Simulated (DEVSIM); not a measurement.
Device: Au/SiO2/n-Si capacitor, at 500 K.

Layer 1 from the left is SiO2, thickness (nm) 23.0. Layer 2 from the left is Si, thickness (nm) 870, Nd (cm⁻³) 4.4e17.

Metal gate on the left, work function 5.1 eV. Fixed charge at the semiconductor interface -2.1e10 cm⁻² (in units of +e); no interface traps.

Constants are typed, rounded textbook-type inputs, not results; the design itself was drawn at random and stands for no fabricated device. Values at 300 K; Nc and Nv go as T^1.5, mobilities as T to minus their exponent, the gap by Varshni's rule with the affinity fixed.

SiO2: gap (eV) 9, affinity (eV) 0.9, permittivity 3.9. Si: gap (eV) 1.124, affinity (eV) 4.05, permittivity 11.7, Nc (cm⁻³) 2.86e19, Nv (cm⁻³) 3.1e19, Varshni α (eV/K) 0.000473, Varshni β (K) 636.

Simulated with DEVSIM: 1D Poisson equation in equilibrium, Boltzmann statistics, complete ionisation; no quantum confinement or tunnelling. Metal contacts follow the ideal Schottky-Mott rule: no Fermi-level pinning, no interface dipoles.

Problem. What does the simulation give for the flat-band voltage, the minimum of the low-frequency capacitance?

Solution. flat-band voltage 0.86 V; minimum of the low-frequency capacitance 0.0994 μF/cm².
